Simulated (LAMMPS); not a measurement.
Consider CdTe (zinc blende), a cell 112 Å long along the (110) normal (2304 atoms) with 66 % of it melted and the whole then held at 1080 K and zero normal pressure in molecular dynamics.

Model: classical MD, pair style sw, file CdTe.sw (LAMMPS).

### Question
Predict the direction, the interface speed (growth positive).

### Answer
direction: the crystal grows; interface speed (growth positive): 6.4 ± 0.2 m/s.

Caution: the real compound melts congruently only under the pressure of its own vapour and loses its more volatile element when open.
